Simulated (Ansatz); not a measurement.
# Sb₂O₃ (Fd-3m, No. 227)

Method: LDA in Ansatz (plane waves, PAW).

Settings: plane-wave cutoff 520 eV, 6×6×6 k mesh, scalar-relativistic PAW data made under PBE.

Cell: relaxed at this level.

For Sb₂O₃ (Fd-3m, No. 227), the voigt–Reuss–Hill bulk modulus is 34.3 GPa. The voigt–Reuss–Hill shear modulus (Hill average) comes out as 21.3 GPa and the Young modulus is 52.9 GPa. The Poisson ratio is 0.243.

Note: the relaxation could not lower the start's symmetry, so the cell can be a saddle point above a distorted one; the volume lies 7 % below that of the published cell.

Elastic constants are with the ions relaxed.

Spin–orbit coupling is not included.

Static lattice: no zero-point or thermal effects.

The result took roughly 70 core-minutes.

Ansatz is a quantum-chemistry and plane-wave program.
